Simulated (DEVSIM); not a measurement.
Structure: abrupt Ge p-n junction, at 500 K.

Layer 1 from the left is Ge, thickness (μm) 9.20, Na (cm⁻³) 2.2e18, τn (s) 8.2e-7, τp (s) 8.2e-7. Layer 2 from the left is Ge, thickness (μm) 140, Nd (cm⁻³) 4.8e15, τn (s) 8.2e-7, τp (s) 8.2e-7.

Left contact: ohmic. Right contact: ohmic. Voltage is applied to the left contact. Recombination: SRH at mid-gap, radiative. Mobility is μmin + (μ − μmin)/(1 + (N/Nref)^α).

The device is made up for the run: typed textbook-type constants, with dimensions and the other settings drawn at random. Values at 300 K; Nc and Nv go as T^1.5, mobilities as T to minus their exponent, the gap by Varshni's rule with the affinity fixed.

Ge: gap (eV) 0.664, affinity (eV) 4, permittivity 16, Nc (cm⁻³) 1.04e19, Nv (cm⁻³) 6e18, μn (cm²/Vs) 3900, μp (cm²/Vs) 1900, μn,min 150, μp,min 100, Nref,n 2.6e17, Nref,p 4e17, αn 0.56, αp 0.6, T exponent of μn 1.66, T exponent of μp 2.33, B (cm³/s) 6.4e-14, Varshni α (eV/K) 0.000477, Varshni β (K) 235.

Simulated with DEVSIM: 1D drift-diffusion, Boltzmann statistics, complete ionisation; no tunnelling, impact ionisation, image-force lowering or self-heating.

Q: What does the simulation give for the dark forward voltage at 100 A/cm², the potential step across the device at zero bias, the largest field in the device at zero bias?

A: dark forward voltage at 100 A/cm² 0.202 V; potential step across the device at zero bias 0.208 V; largest field in the device at zero bias 88000 V/cm.
